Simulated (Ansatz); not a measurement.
**What uniaxial strain ε_zz = −1.00 % does to BAs**

Base system: BAs in the zinc blende structure (space group F-43m, No. 216; a = 4.7679 Å). Axes: x, y, z lie along the cube axes.

Now apply this change: the cell is compressed by 1.00 % along z with no lateral relaxation; the atoms relax in the strained cell.

All numbers come from plane-wave PAW DFT at the PBEsol level (Ansatz, a quantum-chemistry and plane-wave program, 420 eV), spin-orbit coupling left out. Settings: 12×12×12 k-points, 0.05 eV Fermi–Dirac smearing.

| quantity | base | changed | shift |
|---|---|---|---|
| volume per atom | 13.55 Å³ | 13.41 Å³ | -0.14 Å³ |
| space group | F-43m (No. 216) | I-4m2 (No. 119) | – |
| shortest interatomic distance | 2.065 Å | 2.058 Å | -0.007 Å |
| energy relative to the base (free energy F) | 0 meV/atom | +1.2 meV/atom | +1.2 meV/atom |
| band gap | 1.08 eV | 0.92 eV | -0.16 eV |
| gap character | – | indirect, Γ → Γ–M (78 % along) | – |
| smallest direct gap | 3.25 eV | 3.16 eV | -0.09 eV |
| electron mass | 1.1 mₑ along k, 0.21 mₑ across (off the special points) | 1.1 mₑ along k, 0.21 mₑ across (off the special points) | – |
| valence-band top at Γ (three highest levels, from the VBM) | 0.00, 0.00, 0.00 eV | 0.00, -0.10, -0.10 eV | – |
| stress (xx, yy, zz, yz, xz, xy; compression positive) | – | (0.75, 0.75, 2.81, 0.00, 0.00, 0.00) GPa | – |

Masses are band curvatures over ±0.01 Å⁻¹ around the edge. Along k means along the line from Γ to the band edge. Stability against distortions was not tested. Labels are those of the standard path for the cell's own space group.
